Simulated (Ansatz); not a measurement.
**Alloy series in Al3Pt2**

The parent structure is Al3Pt2 (space group P-3m1, No. 164; a cell from a computed database, its experimental status unchecked).

Space group P-3m1 (No. 164); a = b = 4.204 Å, c = 5.184 Å, α = β = 90.00°, γ = 120.00°

```
atom  site  symmetry       x       y       z
----  ----  --------  ------  ------  ------
Al      1a      -3m.  0.0000  0.0000  0.0000
Al      2d       3m.  0.6667  0.3333  0.3534
Pt      2d       3m.  0.3333  0.6667  0.1647
```

The other end (x = 1) is Al$_{3}$Pd$_{2}$ (space group P-3m1, No. 164; a model cell, its experimental status unchecked): 15.78 Å³/atom, gap zero; this end may not be an ambient phase.

Pd replaces a fraction x of Pt; each row is one arrangement (x, atoms in the cell, starting space group or random), fully relaxed.

Computed with PBEsol (Ansatz, a first-principles code, PAW, no spin-orbit coupling).

Notes on the quantities. deviation of the volume from the linear: Vegard-type) interpolation.

```csv
variant,deviation of the volume from the linear,density
base,–,9.86 g/cm³
"x(Pd) = 0.25, 10 atoms, Pm",0.0 %,8.94 g/cm³
"x(Pd) = 0.25, 10 atoms, P3m1",0.0 %,8.94 g/cm³
"x(Pd) = 0.5, 10 atoms, C2/m",0.0 %,8.03 g/cm³
"x(Pd) = 0.5, 5 atoms, P3m1",+0.1 %,8.02 g/cm³
"x(Pd) = 0.5, 10 atoms, P2/m",0.0 %,8.03 g/cm³
```

These are small ordered cells, not random alloys; other orderings at the same x differ. No phonon test of stability was made. The final runs are not spin-polarised.
